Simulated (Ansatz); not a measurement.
The starting structures come from a database of crystals and need not be the phases stable at ambient conditions.

By PBEsol, the system below comes out a metal.

A figure of merit of an interconnect metal is its ballistic conductance per area.

```
CELL_PARAMETERS angstrom
      4.77458     0.00000     0.00000
      0.00000     5.21544     0.00000
      0.00000     0.00000     6.05643
ATOMIC_POSITIONS crystal
  Ag 0.50000 0.67546 0.00000
  Ag 0.00000 0.32454 0.50000
  Ag 0.00000 0.83550 0.25137
  Ag 0.00000 0.83550 0.74863
  Ag 0.50000 0.16450 0.24863
  Ag 0.50000 0.16450 0.75137
  Sn 0.00000 0.33039 0.00000
  Sn 0.50000 0.66961 0.50000
```

The cell is taken as given; by PBEsol it stands under a pressure of -3.3 GPa.

The current flows along the normal of the first two printed cell vectors. No spin-orbit coupling; the value is a mean over 0.1 eV about the Fermi level.

Predict the ballistic conductance per area from PBEsol (Ansatz, a program for electronic structure).

0.61 × 10¹⁵ S/m² for both spins.
